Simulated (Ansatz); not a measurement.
## A computed series for Ga2O3: pressure series

Consider Ga2O3 in the corundum structure (space group R-3c, No. 167; a = 5.058 Å, c = 13.623 Å (hexagonal axes)).

Cell and atoms are relaxed at each pressure.

Calculations: PBE (Ansatz, a quantum-chemistry and plane-wave program), no spin-orbit coupling.

```
P (GPa)  V (Å³/atom)
-------  -----------
-2.00         10.164
-1.00         10.111
0.90          10.015
2.10           9.957
4.50           9.845
9.00           9.653
14.99          9.424
22.49          9.173
29.99          8.953
```

Problem. Fit a third-order Birch–Murnaghan equation of state.

Solution. Least squares on P(V) = (3B₀/2)[(V₀/V)^(7/3) − (V₀/V)^(5/3)]·[1 + (3/4)(B₀′ − 4)((V₀/V)^(2/3) − 1)] gives V₀ = 10.06 Å³/atom, B₀ = 199 GPa and B₀′ = 4.4.

Between the base and pressure 22.5 GPa the gap moves from 2.40 eV to 3.37 eV, a mean slope of 43 meV/GPa.

Load acts through the strain it causes; cell and atoms are relaxed under it. Whether these cells are dynamically stable was not tested. No other phases were tried under pressure.
